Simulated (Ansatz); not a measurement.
A computed series for Be3N2: element substitutions

The reference is Be3N2 (space group P6_3/mmc, No. 194; a = 2.8371 Å, c = 9.7096 Å; a cell from a computed database, its experimental status unchecked).

Each row replaces one element on all its sites; cell and atoms are relaxed.

All numbers come from plane-wave PAW DFT at the PBEsol level (Ansatz, a first-principles code, 420 eV), no spin-orbit coupling.

```csv
variant,c/a ratio,volume per atom,band gap
base,3.422,6.77 Å³,3.25 eV
N → Sb,___,___,zero
N → Bi,3.343,21.23 Å³,zero
N → As,3.363,15.07 Å³,0.89 eV
```

Problem. Some entries are withheld; estimate them.

Solution. 
- N → Sb, c/a ratio: 3.332
- N → Sb, volume per atom: 19.38 Å³

Spin-orbit coupling, missing from the scalar runs, can matter with Bi and Sb. Stability against distortions was not tested. As relaxed here, Be3Sb2, Be3Bi2 and Be3As2 are hypothetical phases, not in the database extracts checked. The final runs are not spin-polarised. A zero or small gap of Be3Sb2 can be the functional's error rather than a property of the material.
